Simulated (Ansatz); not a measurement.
Ansatz (a first-principles code), DFT, PBE, plane waves, its default PAW files: Ru(0001) slab of 12 layers, 1x1, atoms displaced (Ru12), unrelaxed, 12 atoms. Basis and mesh were picked for this test and aren't claimed converged.

| Property | Result |
|---|---|
| cell | 2.71, 2.71, 33.55 Å; 90, 90, 60° |
| distance to the nearest atom | 2.52 to 2.69 Å |
| task | single point |
| k mesh | 10×10×1 |
| hamiltonian.xc | pbe |
| kind of files | paw |
| scf.occupations.method | fermi_dirac |
| scf.occupations.width | 0.1 eV |
| output.forces | true |
| binding of workers (--pin) | off |
| k-point pools (--kpoint-pools) | 1 |
| memory maximum (--max-ram) | 8GiB |
| accuracy | medium (default) |
| basis.precision | auto (default) |
| basis.xc_grid | 2 (default) |
| scf.eigensolver.kind | auto (default) |
| scf.convergence.dr2_threshold | 1e-07 (default) |
| scf.lower_state_search | light (default) |
| k-points after symmetry | 52 |
| bands at the start | 116 |
| electrons | 192 |
| plane waves at Γ | 4223 |
| cutoff (eV) | 420 |
| FFT grid | 20×20×225 |
| symmetry operations | 1 |

Settings of this run: scf.mixing.algorithm = broyden, scf.mixing.preconditioner = kerker; 4 threads.

```
iteration  dr2 (eV)     Hψ
---------  --------  -----
1            4.53e1  22756
2            1.84e1   7608
3            3.39e0   6969
4            1.69e0   6601
5           3.24e-1   6728
6           8.02e-2   7398
7           2.31e-2   7286
8           2.95e-2   6805
9           1.78e-2   6148
10          7.39e-3   6382
11          3.27e-3   7083
12          2.58e-3   6510
13          1.80e-3   6347
14          1.57e-3   6521
15          7.87e-4   6866
16          5.80e-4   7337
17          4.29e-4   6453
18          2.52e-4   6612
19          2.96e-4   6708
20          6.79e-5   6789
21          6.13e-5   7181
22          3.70e-5   6392
23          2.41e-5   6826
24          1.90e-5   6404
25          1.36e-5   7565
26          9.53e-6   7115
27          5.81e-6   7228
28          3.01e-6   8011
29          1.46e-6   7216
30          6.22e-7   7840
31          2.62e-7   8046
32          8.67e-8  21880
```

It converged after 32 SCF iterations.

Q: Which change of one setting makes this cycle converge in far fewer steps?

A: Several could match; the one computed here: scf.mixing.preconditioner = auto (default) (10 SCF iterations), all else kept. The other changes of this size gave: scf.mixing.algorithm = auto (default) (37). In that run the program took: scf.mixing.preconditioner LDOS, scf.eigensolver.kind band_cg, --slots 4. The change moves the result by: energy under 0.001 meV/atom, forces (largest component) 0.064 meV/Å. Counts are of single runs.

Keys are those of Ansatz 0.2.
